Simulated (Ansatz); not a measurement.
Zinc-blende KCl (model structure), treated with r²SCAN in Ansatz (PAW).

Numerical settings: plane-wave cutoff 500 eV, 8×8×8 k mesh, gaussian smearing 0.02 eV, scalar-relativistic PAW data made under PBE.

Cell (relaxed at this level):

```yaml
crystal:
  lattice:
    - [0.00000, 3.50716, 3.50716]
    - [3.50716, 0.00000, 3.50716]
    - [3.50716, 3.50716, 0.00000]
  atoms:
    - { symbol: K, position: [0.00000, 0.00000, 0.00000] }
    - { symbol: Cl, position: [0.25000, 0.25000, 0.25000] }
```

### Question
Estimate the band gap that the calculation returns.

### Answer

- band gap = 5.35 eV (on the SCF k mesh)

Note: the relaxation could raise the start's symmetry but not lower it, so the cell can be a saddle point.

Computed values are for the static lattice.

A model structure was made by putting elements into a prototype or built by hand; it is no filed structure, need not be a known phase, and can be a saddle point held by its symmetry.

Ansatz is an electronic-structure program.
